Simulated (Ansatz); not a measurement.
The structure below was relaxed with Kohn–Sham DFT with the PBE functional, run in Ansatz (a quantum-chemistry and plane-wave program) with PAW and 420 eV plane waves, no SOC, earlier PAW set.

```
CELL_PARAMETERS angstrom
      4.59740     0.00000     0.00000
      0.00000     4.59740     0.00000
      0.00000     0.00000     4.59740
ATOMIC_POSITIONS crystal
  Zn 0.75000 0.75000 0.75000
  Zn 0.75000 0.25000 0.25000
  Zn 0.25000 0.75000 0.25000
  Zn 0.25000 0.25000 0.75000
  O  0.00000 0.00000 0.00000
  O  0.50000 0.50000 0.50000
```

Q: Find the space group and the Wyckoff positions.

A: Space group Pn-3m, origin choice 1 (No. 224); a = b = c = 4.597 Å, α = β = γ = 90.00°

| atom | site | symmetry | x | y | z |
|---|---|---|---|---|---|
| Zn | 4c | .-3m | 0.7500 | 0.7500 | 0.7500 |
| O | 2a | -43m | 0.0000 | 0.0000 | 0.0000 |

Q: Describe the coordination.

A: The crystal has 6 atoms in its conventional cell. Lattice parameters: a = b = c = 4.5974 Å, α = β = γ = 90.00°. Zn sees 2 O at 1.991 Å (linear). O has 4 Zn at 1.991 Å (tetrahedral). (Neighbours: up to the widest gap in distance over summed covalent radii, below 1.35, at either atom; cation-cation and far metal-metal contacts left out.)

Whether these cells are dynamically stable was not tested. All final runs are without spin polarisation. The cell was made from Cu2O by this change: Cu → Zn; the result is a hypothetical phase, not in the database extracts checked.
